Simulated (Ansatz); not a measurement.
Level of theory: PBE (plane waves to 420 eV, PAW; Ansatz, a first-principles code).

Plane-averaged electrostatic potential energy along the normal, in eV from the Fermi level, for a constructed model of the (0001) surface of 4H silicon carbide, Si-terminated, (√3x√3)R30° Ag adatom at H3 (bottom of the slab: 3 H on 3 bottom sites):

```
z (Å)  V (eV)
-----  ------
3.72     3.14
4.01     3.14
4.30     3.14
4.58     3.14
4.87     3.14
5.16     3.13
5.44     3.13
5.73     3.13
6.02     3.13
6.30     3.12
6.59     3.11
6.88     3.06
7.16     2.96
7.45     2.69
7.73     1.96
8.02     0.14
8.31     0.30
8.59    -0.30
8.88    -5.76
9.17   -12.23
9.45   -15.78
9.74   -15.22
10.03  -12.87
10.31   -8.22
10.60   -2.66
10.89   -0.11
11.17   -1.37
11.46   -7.06
11.74  -13.38
12.03  -16.19
12.32  -15.08
12.60  -12.31
12.89   -7.19
13.18   -1.87
13.46    0.08
13.75   -2.02
14.04   -8.14
14.32  -14.18
14.61  -16.21
14.90  -14.71
15.18  -11.60
15.47   -6.16
15.76   -1.23
16.04    0.22
16.33   -2.48
16.61   -8.69
16.90  -14.24
17.19  -15.80
17.47  -14.27
17.76  -11.13
18.05   -5.73
18.33   -0.98
18.62    0.67
18.91    0.46
19.19   -0.19
19.48   -0.39
19.77    0.19
20.05    1.45
20.34    2.86
20.62    3.62
20.91    3.92
21.20    4.05
21.48    4.12
21.77    4.15
22.06    4.17
22.34    4.17
22.63    4.18
22.92    4.18
23.20    4.18
23.49    4.18
23.78    4.18
```

Model: 28-atom slab, 11.3 Å thick at the start with caps and adatoms (thin: gaps and levels are the slab's own), 6x6x1 mesh, Fermi-Dirac 0.025 eV, dipole correction, 6 atoms held, the rest relaxed; symmetry of the start imposed; no spin (no spin-polarised run to compare, though such a face may carry moments), no spin-orbit, no U. The slab shows no gap on its mesh. In PBE it is, or lies within 0.01 eV a 1x1 cell of, the lowest of the 2 structures of its composition computed so far; subsurface sites and larger cells were not tried.

Q: The surface cell has an area of 24.87 Å². What dipole along the normal does the step between the two vacuum levels imply?

A: the top vacuum level lies 1.04 eV above the bottom one; p = −ε₀ A ΔV (ε₀ = 0.005526 e/(V·Å)) gives -0.14 e·Å a cell.
